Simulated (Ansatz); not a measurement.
Structures of equal composition on the (111) surface of fcc Al: a pseudomorphic layer of V in the host's stacking; a pseudomorphic layer of V in the other hollow. The slabs share one bottom face, and each structure is named by its start. These are constructed structures in small cells; real faces may alloy, dewet or reconstruct in larger ones, and not all known structures of the face are among them. Slabs of about 12 Å, Fermi-Dirac smearing of 0.1 eV. Bottom of the slabs: a bare face, its two planes held. Relaxed from the named starts with such symmetry as they have, on meshes of like density; energies extrapolated to zero smearing; spin only where a row says so; no spin-orbit coupling, no U. Brackets mark spin-polarised runs, whose order is one that fits the cell.

Computed with PBE (plane waves to 420 eV, PAW; Ansatz, a program for electronic structure).

Question: Order them by energy per 1x1 cell (lowest first) at the level PBE.

Answer: a pseudomorphic layer of V in the host's stacking (0.000 eV [spin, 1.6 μB a cell]), a pseudomorphic layer of V in the other hollow (0.024 eV [spin, 1.7 μB a cell])
